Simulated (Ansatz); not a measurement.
Consider a 16-atom cell of (V,Nb)N started in the rock salt structure, site fractions V 0.250, Nb 0.750, short-range order -0.11 in the first shell of the mixed sites (0 is random, a negative value favours unlike neighbours), space group Cmmm at the end, an ordered arrangement that its symmetry holds. Its start:

```
CELL_PARAMETERS angstrom
      0.00000     4.37258     4.37258
      4.37463    -0.00157     4.37415
      4.37463     4.37415    -0.00157
ATOMIC_POSITIONS crystal
  Nb 0.00000 0.00000 0.00000
  Nb 0.00000 0.00000 0.50000
  V  0.00000 0.50000 0.00000
  Nb 0.00000 0.50000 0.50000
  Nb 0.50000 0.00000 0.00000
  Nb 0.50000 0.00000 0.50000
  V  0.50000 0.50000 0.00000
  Nb 0.50000 0.50000 0.50000
  N  0.25000 0.26770 0.23230
  N  0.24079 0.25921 0.75921
  N  0.25921 0.74079 0.24079
  N  0.25000 0.73230 0.76770
  N  0.75000 0.26770 0.23230
  N  0.74079 0.25921 0.75921
  N  0.75922 0.74079 0.24079
  N  0.75000 0.73230 0.76770
```

The mixing enthalpy is taken against the end members in the rock salt type (which need not be the stable form of NbN), relaxed in the same cell and mesh, with VN and NbN held in the symmetric form, which may not be a minimum.

Calculation: PBE (plane waves to 420 eV, PAW; Ansatz, a program for electronic structure). Scalar-relativistic, without spin–orbit coupling; the runs are not spin-polarised. Its k-point mesh 5×5×5, Fermi–Dirac width 0.05 eV.

```csv
end member,weight,volume per atom (Å³)
VN,0.250,8.72
NbN,0.750,10.81
```

### Question
Predict the alloy's volume, bond lengths and mixing enthalpy.

### Answer
* **volume per atom**: 10.33 Å³
* **N–Nb bonds**: 2.197 Å on average, from 2.176 to 2.233 (36)
* **N–V bonds**: 2.124 Å on average, from 2.118 to 2.127 (12)
* **mixing enthalpy per site of the mixed sublattice**: 39 meV
* **departure of the mean lattice parameter from Vegard's line**: +0.2 %
